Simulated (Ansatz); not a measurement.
Start from WSe2 (space group P6_3/mmc, No. 194; layered, stacked along the Cartesian z axis).

```
WSe2
1.0
    3.23049     0.00000     0.00000
   -1.61525     2.79769     0.00000
    0.00000     0.00000    12.41107
W Se
2 4
Direct
  0.66667   0.33333   0.75000
  0.33333   0.66667   0.25000
  0.66667   0.33333   0.38545
  0.33333   0.66667   0.88545
  0.33333   0.66667   0.61455
  0.66667   0.33333   0.11455
```

Cartesian axes are those of the cell as printed.

All numbers come from Kohn–Sham DFT with the PBEsol-D3(BJ) functional, run in Ansatz (a first-principles code) with PAW and 420 eV plane waves, scalar-relativistic without spin-orbit coupling.

Strains are applied to the cell and any free atomic positions relax.

One change was made to it. Results:

The band gap falls by 0.07 eV (0.67 eV → 0.60 eV); the energy goes up by 0.9 meV/atom; the shortest interatomic distance drops by 0.002 Å (2.511 Å → 2.509 Å); the hole mass changes from 1.5 mₑ along c, 0.60 mₑ across (at Γ) to 1.9 mₑ along z, 0.53 mₑ across (at Γ); the gap character stays indirect, Γ → K–Γ (47 % along).

### Question
Name the change that was made.
A) uniaxial strain ε_zz = −2.40 %
B) uniaxial strain ε_zz = −3.00 %
C) uniaxial strain ε_zz = −1.20 %
D) uniaxial strain ε_zz = −1.80 %

### Answer
C, uniaxial strain ε_zz = −1.20 %. For comparison, the energy relative to the base in the other runs: uniaxial strain ε_zz = −2.40 % gives +4.1 meV/atom; uniaxial strain ε_zz = −3.00 % gives +6.6 meV/atom; uniaxial strain ε_zz = −1.80 % gives +2.2 meV/atom.

With W present, leaving out spin-orbit coupling can change the band edges. Masses are band curvatures over ±0.01 Å⁻¹ around the edge. No phonon test of stability was made.
